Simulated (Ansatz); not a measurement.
The starting structures come from a database of crystals and need not be the phases stable at ambient conditions.

By PBEsol, the system below comes out a metal.

Given:

```xyz
8
Lattice="5.3296 0.0000 0.0000 0.0000 5.7707 0.0000 0.0000 0.0000 3.4509" Properties=species:S:1:pos:R:3 pbc="T T T"
Ni     2.6353     3.9860     0.8627
Ni     2.6944     1.7847     2.5882
Ni     0.0295     1.1007     2.5882
Ni     5.3001     4.6701     0.8627
Ge     1.6540     0.5019     0.8627
Ge     3.6756     5.2688     2.5882
Ge     1.0108     3.3873     2.5882
Ge     4.3188     2.3834     0.8627
```

Space group of this cell: Pnma. The cell is taken as given; by PBEsol its mean pressure is -1.7 GPa.

The current flows along the normal of the first two printed cell vectors. No spin-orbit coupling; the value is a mean over 0.1 eV about the Fermi level.

Task: Compute, with PBEsol (Ansatz, a first-principles code), the ballistic conductance per area.

Result: 0.56 × 10¹⁵ S/m² for both spins.
